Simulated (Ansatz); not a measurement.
The starting structures come from a database of crystals and need not be the phases stable at ambient conditions.

By LDA, the system below comes out a metal.

Input:

```
Hf
1.0
    3.16114     0.00000     0.00000
   -1.58057     2.73763     0.00000
    1.58057     0.91254     2.58106
Hf
1
Direct
  0.00000   0.00000   0.00000
```

Space group of this cell: Fm-3m, fcc (Cu type). The cell is taken as given; by LDA its mean pressure is -7.6 GPa.

The current flows along the normal of the first two printed cell vectors, the (111) plane of the conventional cell. No spin-orbit coupling; the value is a mean over 0.1 eV about the Fermi level.

Question: Estimate the ballistic conductance per area that LDA (Ansatz, a first-principles code) returns for this system.

Answer: 1.3 × 10¹⁵ S/m² for both spins.
